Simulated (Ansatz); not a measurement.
# BN (space group Fmm2, No. 42; a cell from a computed database, its experimental status unchecked; layered, stacked along the Cartesian y axis)

```xyz
2
Lattice="0.0000 3.2930 2.1633 1.2510 0.0000 2.1633 1.2510 3.2930 0.0000" Properties=species:S:1:pos:R:3 pbc="T T T"
B      1.2510     3.2930     0.0005
N      1.2510     3.2930     2.8841
```

Method: r2SCAN+rVV10 (Ansatz, a program for electronic structure, PAW, without spin-orbit coupling). Γ-centred 16×16×16 mesh, Fermi–Dirac width 0.05 eV.

* **Volume per atom**: 8.91 Å³
* **Density**: 2.31 g/cm³
* **Band gap**: 3.89 eV, indirect, A₀–Z (31 % along) → T
* **Electron mass**: 2.2 mₑ along a, 0.71 mₑ along b, 0.21 mₑ along c
* **Lowest conduction-band minima above the VBM**: T (0, 1/2, 1/2) 3.89 eV; L (1/2, 1/2, 1/2) 4.96 eV; Γ 5.29 eV
* **Total energy**: -271.883 eV/atom (σ→0; compares only within this code and set-up)

Effective masses come from finite differences of ±0.01 Å⁻¹. Whether these cells are dynamically stable was not tested.
